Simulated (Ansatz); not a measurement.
**Input and output of a self-consistent single point for CdSe (F-43m, 2 atoms in the cell) (Ansatz, a first-principles code)**

Computed with LDA (PW92), default PAW files made with PBE (plane waves; Ansatz).

Input as run:

Ansatz 0.2 input:
```yaml
# CdSe
crystal:
  lattice:
    - [0.00000000, 3.04012500, 3.04012500]
    - [3.04012500, 0.00000000, 3.04012500]
    - [3.04012500, 3.04012500, 0.00000000]
  atoms:
    - { symbol: Cd, position: [0.00000000, 0.00000000, 0.00000000] }
    - { symbol: Se, position: [0.25000000, 0.25000000, 0.25000000] }
basis:
  ecutwfc: 420.0
kpoints:
  mp_grid: { grid: [7, 7, 7] }
hamiltonian:
  xc: lda
  pseudopotentials: { kind: paw }
scf:
  occupations: { method: fermi_dirac, width: 0.01 }
output:
  forces: true
  eigenvalues: true
  stress: true
```

Output (repeated stretches shortened):

```
WARN ansatz: RAYON_NUM_THREADS=1 ignored (pool sized by the plan → 1); use --threads N
Pseudopotentials: kind: paw
Pseudopotential: Cd, paw, valence charge 20
Pseudopotential: Se, paw, valence charge 16
Crystal: 2 atoms, lattice volume = 56.196 Å³
Basis set: ecut = 420 eV, 1067 PW (Γ)
Bands: 22, of which v1, the nominal top of the filled ones, is band 18 counted from 1 (17 counted from 0)
Symmetry: 24 space group operations
Space group: F-43m (ITA 216), of the structure as read, at distance tolerance 3.8e-5 Å
k-points: 20 of 343 (time reversal used)
PAW frozen core: Cd, regenerated for the run's functional, and the local potential with it
PAW frozen core: Se, regenerated for the run's functional, and the local potential with it
Initial density: superposition of atomic densities (neutral atoms: chi_scale 0, normalization atom), corrected by the library's trained network
Initial wavefunctions: pseudopotential atomic-orbital guess
Eigensolver: davidson
Functional: x = slater, c = lda
SCF iter   1: F=—  HF=-13502.230136 eV  |F-HF|=—  |Δ(HF+E_count)|=         —  Δρ=7.16e-3  dr2=2.27e-2  ethr=1.77e-3  ⟨swp⟩=5.9  Hψ=1924  notcnv=0
all-band conjugate gradients solve this SCF's bands
preconditioner: auto → none
SCF iter   2: F=—  HF=-13502.223440 eV  |F-HF|=—  |Δ(HF+E_count)|=   6.70e-3  Δρ=2.47e-3  dr2=1.51e-3  ethr=6.32e-5  ⟨swp⟩=2.0  Hψ=840  notcnv=0
SCF iter   3: F=—  HF=-13502.223138 eV  |F-HF|=—  |Δ(HF+E_count)|=   3.03e-4  Δρ=1.14e-3  dr2=3.18e-4  ethr=4.21e-6  ⟨swp⟩=2.0  Hψ=680  notcnv=0
SCF iter   4: F=—  HF=-13502.223097 eV  |F-HF|=—  |Δ(HF+E_count)|=   4.04e-5  Δρ=2.58e-4  dr2=4.67e-5  ethr=8.84e-7  ⟨swp⟩=2.0  Hψ=606  notcnv=0
SCF iter   5: F=—  HF=-13502.223078 eV  |F-HF|=—  |Δ(HF+E_count)|=   1.92e-5  Δρ=2.50e-5  dr2=2.76e-7  ethr=1.30e-7  ⟨swp⟩=2.1  Hψ=620  notcnv=0
SCF iter   6: F=-13502.223078 eV  HF=-13502.223078 eV  |F-HF|=2.72e-9  |Δ(HF+E_count)|=   2.87e-8  Δρ=6.21e-6  dr2=1.54e-8  ethr=2.78e-10  ⟨swp⟩=5.0  Hψ=1875  notcnv=0
SCF 1 converged in 6 iterations: F = -13502.223078 eV  dr2 = 1.54e-8
SCF converged after 6 iterations
Free energy (F): -13502.223078 eV
Harris-Foulkes:  -13502.223078 eV  (|F-HF|=2.72e-9)
Internal energy: -13502.223078 eV  (E = F + TS)
E sigma→0 (E₀):  -13502.223078 eV
Fermi energy:    7.342827 eV
--- Per-component energies (eV) ---
  E_band       = -902.752526
  E_kinetic    = 624.272416
  E_local      = -6386.125391  (includes V_loc(G=0)·N_el)
  E_nonlocal   = -548.286708
  E_hartree    = 3027.514207
  E_xc         = -278.856117
  E_vxc        = -319.568647  (∫ρ·V_xc dr)
  E_paw        = -5774.501937  (= ΣΔE_a)
  E_vpaw       = -328.076328  (= ΣTr[D̂ρ^β])
  E_aug_tail   = -0.000606  (compensation charges beyond the density's cutoff)
  E_ewald      = -4169.222874
  E_core_change = 2.983931  (= ΣΔE_core)
  E_smearing   = -0.000000  (= −TS)
  E_closure    = 0.000000  (closes the sum)
  Σ components = -13502.223078   (vs F -13502.223078, Δ=0.00e0)
--- Forces (eV/Å), atoms counted from 1 ---
  atom   1  Cd     0.00000000    -0.00000000    -0.00000000
  atom   2  Se    -0.00000000     0.00000000    -0.00000000
  max |Σ_I F_I| component: 8.79e-17 eV/Å
--- Stress (GPa, compression-positive) ---
       -1.917875       0.000000      -0.000000
        0.000000      -1.917875       0.000000
        0.000000       0.000000      -1.917875
  P = ⅓ Tr σ = -1.9179 GPa (-19.179 kbar)
  The stress holds the Pulay correction. Without it, at fixed plane waves, as pw.x and ABINIT print it: P = -1.9419 GPa
--- Band table (eV; the first three rows and the last of 20) ---
  k-point 0: bands = ["-94.2490", "-55.3958", "-55.3958", "-55.3958", "-39.7185", "-39.7185", "-39.7185", "-39.7150", "-39.7150", "-5.5089", "-0.7631", "-0.7631", "-0.7631", "-0.3827", "-0.3827", "7.1715", "7.1715", "7.1715", "7.5031", "12.9807", [...]
  k-point 1: bands = ["-94.2490", "-55.3959", "-55.3959", "-55.3959", "-39.7185", "-39.7185", "-39.7185", "-39.7150", "-39.7150", "-5.4383", "-0.7408", "-0.7408", "-0.7016", "-0.3839", "-0.3839", "5.6629", "7.0082", "7.0082", "8.7208", "12.7189", [...]
  k-point 2: bands = ["-94.2490", "-55.3960", "-55.3959", "-55.3959", "-39.7186", "-39.7185", "-39.7185", "-39.7149", "-39.7149", "-5.2772", "-0.6971", "-0.6971", "-0.4859", "-0.3781", "-0.3781", "4.0354", "6.6792", "6.6792", "9.3305", "13.1727", [...]
  k-point 19: bands = ["-94.2490", "-55.3961", "-55.3960", "-55.3960", "-39.7186", "-39.7185", "-39.7185", "-39.7149", "-39.7149", "-5.0166", "-0.5940", "-0.5619", "-0.4253", "-0.3724", "0.0776", "3.0905", "4.6495", "5.3580", "11.4920", "12.3766", [...]
```

The run converged in 6 iterations.

The starting cell has typed, rounded lattice constants, without a prior relaxation at this level. Its lattice was rescaled by up to half a per cent. Ansatz's pressure includes its estimate of the finite-basis (Pulay) stress.
